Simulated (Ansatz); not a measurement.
Output of an Ansatz run (abridged):

```
WARN ansatz: RAYON_NUM_THREADS=1 ignored (pool sized by the plan → 1); use --threads N
Pseudopotentials: kind: paw
Pseudopotential: C, paw, valence charge 4
Pseudopotential: Hf, paw, valence charge 26
Crystal: 8 atoms, lattice volume = 228.270 Å³
Basis set: ecut = 420.4159175005146 eV, 4519 PW (Γ)
Bands: 72, of which v1, the nominal top of the filled ones, is band 60 counted from 1 (59 counted from 0)
Symmetry: 16 space group operations
Space group: P4/nmm (ITA 129), of the structure as read, at distance tolerance 6.1e-5 Å
k-points: 28 of 169
PAW frozen core: C, regenerated for the run's functional, and the local potential with it
PAW frozen core: Hf, regenerated for the run's functional, and the local potential with it
Initial density: superposition of atomic densities (neutral atoms: chi_scale 0, normalization atom), corrected by the library's trained network
Initial wavefunctions: pseudopotential atomic-orbital guess
Eigensolver: davidson
Functional: x = slater, c = lda
SCF iter   1: F=—  HF=-62884.138606 eV  |F-HF|=—  |Δ(HF+E_count)|=         —  Δρ=5.43e-3  dr2=8.33e-2  ethr=1.77e-3  ⟨swp⟩=5.6  Hψ=6657  notcnv=0  defer=24
all-band conjugate gradients solve this SCF's bands
preconditioner: auto → LDOS
SCF iter   2: F=—  HF=-62884.135606 eV  |F-HF|=—  |Δ(HF+E_count)|=   3.00e-3  Δρ=4.96e-3  dr2=8.19e-2  ethr=6.94e-5  ⟨swp⟩=3.0  Hψ=4181  notcnv=0  defer=87
SCF iter   3: F=—  HF=-62884.117445 eV  |F-HF|=—  |Δ(HF+E_count)|=   1.82e-2  Δρ=1.12e-3  dr2=5.01e-3  ethr=6.82e-5  ⟨swp⟩=2.0  Hψ=3311  notcnv=0  defer=87
SCF iter   4: F=—  HF=-62884.116164 eV  |F-HF|=—  |Δ(HF+E_count)|=   1.28e-3  Δρ=1.96e-4  dr2=1.19e-4  ethr=4.18e-6  ⟨swp⟩=2.4  Hψ=3247  notcnv=0  defer=87
SCF iter   5: F=—  HF=-62884.116101 eV  |F-HF|=—  |Δ(HF+E_count)|=   6.35e-5  Δρ=4.53e-5  dr2=1.34e-5  ethr=9.93e-8  ⟨swp⟩=2.9  Hψ=4125  notcnv=0  defer=87
SCF iter   6: F=—  HF=-62884.116275 eV  |F-HF|=—  |Δ(HF+E_count)|=   1.74e-4  Δρ=1.43e-5  dr2=4.11e-7  ethr=1.11e-8  ⟨swp⟩=2.1  Hψ=3034  notcnv=0  defer=42
SCF iter   7: F=-62884.116275 eV  HF=-62884.116275 eV  |F-HF|=1.48e-8  |Δ(HF+E_count)|=   2.91e-7  Δρ=3.87e-6  dr2=2.06e-8  ethr=8.33e-11  ⟨swp⟩=13.5  Hψ=12185  notcnv=0
SCF 1 converged in 7 iterations: F = -62884.116275 eV  dr2 = 2.06e-8
SCF converged after 7 iterations
Free energy (F): -62884.116275 eV
Harris-Foulkes:  -62884.116275 eV  (|F-HF|=1.48e-8)
Internal energy: -62884.072690 eV  (E = F + TS)
E sigma→0 (E₀):  -62884.094483 eV
Entropy (-TS):   -0.043585 eV (-5.448 meV/atom)
Fermi energy:    6.560763 eV
--- Per-component energies (eV) ---
  E_band       = -1193.710672
  E_kinetic    = 2032.203456
  E_local      = -154650.930228  (includes V_loc(G=0)·N_el)
  E_nonlocal   = -4819.867765
  E_hartree    = 75953.900904
  E_xc         = -1377.041820
  E_vxc        = -1298.656313  (∫ρ·V_xc dr)
  E_paw        = -27105.682138  (= ΣΔE_a)
  E_vpaw       = 5635.732114  (= ΣTr[D̂ρ^β])
  E_aug_tail   = 0.000026  (compensation charges beyond the density's cutoff)
  E_ewald      = 47073.264575
  E_core_change = 10.080300  (= ΣΔE_core)
  E_smearing   = -0.043585  (= −TS)
  E_closure    = 0.000000  (closes the sum)
  Σ components = -62884.116275   (vs F -62884.116275, Δ=0.00e0)
--- Forces (eV/Å), atoms counted from 1 ---
  atom   1  C      0.00000000     0.00000000    -0.24205229
  atom   2  C      0.00000000     0.00000000    -0.53827409
  atom   3  C      0.00000000     0.00000000     0.53827409
  atom   4  C      0.00000000     0.00000000     0.24205229
  atom   5  Hf     0.00000000     0.00000000     0.15691758
  atom   6  Hf     0.00000000     0.00000000     1.81211576
  atom   7  Hf     0.00000000     0.00000000    -1.81211576
  atom   8  Hf     0.00000000     0.00000000    -0.15691758
  max |Σ_I F_I| component: 3.33e-16 eV/Å
--- Stress (GPa, compression-positive) ---
       -9.521887       0.000000       0.000000
        0.000000      -9.521887       0.000000
        0.000000       0.000000      -7.084660
  P = ⅓ Tr σ = -8.7095 GPa (-87.095 kbar)
  The stress holds the Pulay correction. Without it, at fixed plane waves, as pw.x and ABINIT print it: P = -8.8294 GPa
--- Band table (eV; the first three rows and the last of 28) ---
  k-point 0: bands = ["-54.9156", "-54.9156", "-54.6282", "-54.6023", "-23.8816", "-23.8600", "-23.4935", "-23.3916", "-23.3916", "-23.3805", "-23.3805", "-23.2407", "-23.2407", "-23.2252", "-23.1381", "-23.1381", "-5.2365", "-5.0050", "-4.9709", [...]
  k-point 1: bands = ["-54.9149", "-54.9148", "-54.6271", "-54.6019", "-23.8772", "-23.8593", "-23.5090", "-23.4123", "-23.3877", "-23.3851", "-23.3774", "-23.2821", "-23.2380", "-23.2029", "-23.1569", "-23.1378", "-5.1599", "-5.0036", "-4.9702", [...]
  k-point 2: bands = ["-54.9128", "-54.9128", "-54.6240", "-54.6010", "-23.8654", "-23.8580", "-23.5545", "-23.4693", "-23.3981", "-23.3768", "-23.3686", "-23.3457", "-23.2300", "-23.2043", "-23.1914", "-23.1372", "-5.0351", "-5.0003", "-4.9769", [...]
  k-point 27: bands = ["-54.8905", "-54.8905", "-54.5904", "-54.5900", "-23.7688", "-23.7666", "-23.7034", "-23.6993", "-23.6723", "-23.6707", "-23.5268", "-23.5215", "-23.3848", "-23.3785", "-23.3365", "-23.3310", "-4.9812", "-4.9812", "-4.9773", [...]
```

The structure:

```
CELL_PARAMETERS angstrom
      3.29738     0.00000     0.00000
     -3.29738     3.29738     0.00000
      0.00000     0.00000    20.99480
ATOMIC_POSITIONS crystal
  C  0.00000 0.00000 0.33342
  C  0.00000 0.50000 0.44447
  C  0.00000 0.00000 0.55553
  C  0.00000 0.50000 0.66658
  Hf 0.00000 0.00000 0.44447
  Hf 0.00000 0.50000 0.33342
  Hf 0.00000 0.00000 0.66658
  Hf 0.00000 0.50000 0.55553
```

Question: Reconstruct the input of this run.

Answer: Other spellings and defaults could give the same log, and not every line can be read from it. The input that was run (DFT, LDA (PW92), plane waves, default PAW files made with PBE):

Ansatz 0.2 input:
```yaml
crystal:
  lattice:
    - [3.29738000, 0.00000000, 0.00000000]
    - [-3.29738000, 3.29738000, 0.00000000]
    - [0.00000000, 0.00000000, 20.99479700]
  atoms:
    - { symbol: C, position: [0.00000000, 0.00000000, 0.33341600] }
    - { symbol: C, position: [0.00000000, 0.50000000, 0.44447200] }
    - { symbol: C, position: [0.00000000, 0.00000000, 0.55552800] }
    - { symbol: C, position: [0.00000000, 0.50000000, 0.66658400] }
    - { symbol: Hf, position: [0.00000000, 0.00000000, 0.44447200] }
    - { symbol: Hf, position: [0.00000000, 0.50000000, 0.33341600] }
    - { symbol: Hf, position: [0.00000000, 0.00000000, 0.66658400] }
    - { symbol: Hf, position: [0.00000000, 0.50000000, 0.55552800] }
basis:
  ecutwfc: 30.9 Ry
kpoints:
  mp_grid:
    grid: [13, 13, 1]
hamiltonian:
  xc: lda
  pseudopotentials:
    kind: paw
scf:
  occupations:
    method: fermi_dirac
    width: 0.0073 Ry
output:
  forces: true
  eigenvalues: true
  stress: true
```

The starting cell has typed, rounded lattice constants, without a prior relaxation at this level. The slab is cut from that crystal, and its faces are unrelaxed. Its lattice was rescaled by up to half a per cent. Spin-orbit coupling is off. Spin polarisation is off, though cut faces can carry moments; the slab shows no gap. Forces in this geometry exceed 1 eV/Å.

Ansatz is a first-principles code.
